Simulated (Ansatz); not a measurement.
GaBiO3 (model structure, started from the tetragonal perovskite type, P4mm, No. 99, 5 atoms in the cell), treated with LDA (Ansatz, a quantum-chemistry and plane-wave program, plane waves, PAW).

Run with plane-wave cutoff 520 eV, 10×10×8 k mesh (along the axes of the cell as run), Fermi–Dirac smearing 0.01 eV, scalar-relativistic PAW data made under PBE.

Cell (relaxed with PBEsol):

```
BiGaO3
1.0
    3.66637     0.00000     0.00000
    0.00000     3.66637     0.00000
    0.00000     0.00000     4.75574
Ga Bi O
1 1 3
Cartesian
  1.83318   1.83318   2.33858
  0.00000   0.00000   0.23416
  1.83318   1.83318   4.16139
  1.83318   0.00000   1.64072
  0.00000   1.83318   1.64072
```

### Question
Predict the band gap, smallest direct gap on the k points sampled and direct gap at Γ.

### Answer

- band gap: 1.84 eV
- smallest direct gap on the k points sampled: 2.66 eV
- direct gap at Γ: 4.46 eV

Note: the relaxation could raise the start's symmetry but not lower it, so the cell can be a saddle point; cell and atoms aren't relaxed at this level (pressure -4.8 GPa).

Spin–orbit coupling is not included; with these elements it can move the gap by several tenths of an eV or more.

The computed numbers hold no vibrational or temperature effects.

Computing time: about 50 core-seconds (a rough figure).

A model structure was made by putting elements into a prototype or built by hand; it is no filed structure, need not be a known phase, and can be a saddle point held by its symmetry.
